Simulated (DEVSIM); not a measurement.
Device: Ni/Al2O3/n-InP capacitor, at 300 K.

| layer (left to right) | material | thickness (nm) | Nd (cm⁻³) |
|---|---|---|---|
| 1 | Al2O3 | 22.0 | - |
| 2 | InP | 4300 | 2.1e16 |

Metal gate on the left, work function 5.1 eV. Fixed charge at the semiconductor interface 0 cm⁻² (in units of +e); no interface traps.

Constants are typed, rounded textbook-type inputs, not results; the design itself was drawn at random and stands for no fabricated device. Values at 300 K.

```tsv
parameter	Al2O3	InP
gap (eV)	6.8	1.344
affinity (eV)	1.35	4.38
permittivity	9	12.5
Nc (cm⁻³)	-	5.7e17
Nv (cm⁻³)	-	1.1e19
```

Model (solved in DEVSIM): 1D Poisson equation in equilibrium, Boltzmann statistics, complete ionisation; no quantum confinement or tunnelling. Metal contacts follow the ideal Schottky-Mott rule: no Fermi-level pinning, no interface dipoles.

The interface trap density was swept, all else fixed.

| interface trap density (cm^-2 eV^-1) | threshold voltage (band bending 2φF) (V) | minimum of the low-frequency capacitance (μF/cm²) | flat-band voltage (V) |
|---|---|---|---|
| 0 | -0.71 | 0.0398 | 0.63 |
| 1e10 | -0.71 | 0.0411 | 0.64 |
| 1e11 | -0.72 | ___ | 0.67 |
| 3e11 | -0.74 | 0.0738 | 0.75 |
| 1e12 | -0.82 | 0.131 | 1.01 |
| 2e12 | -0.93 | 0.182 | 1.39 |

What belongs in the gaps?


- 1e11, minimum of the low-frequency capacitance (μF/cm²): 0.0520
